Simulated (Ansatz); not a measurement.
Base system: Be in the hcp (Mg type) structure (space group P6_3/mmc, No. 194; a = 2.255 Å, c = 3.558 Å; relaxed with 0.1 eV smearing). Axes: x lies along a and z along c of the hexagonal cell.

Level of theory: Ansatz (a program for electronic structure) PBEsol, no spin-orbit coupling.

For the base:

- Shortest interatomic distance: 2.205 Å

The change: tensile biaxial strain of 1.00 % in the plane normal to [001], as in epitaxy on a mismatched substrate; the out-of-plane cell vector and the atoms relax.

Estimate the effect on the shortest interatomic distance and in-plane stress.

The shortest interatomic distance increases by 0.0069 Å, from 2.205 Å to 2.211 Å; the mean in-plane stress (compression positive) is -3.3 GPa.

Whether these cells are dynamically stable was not tested.
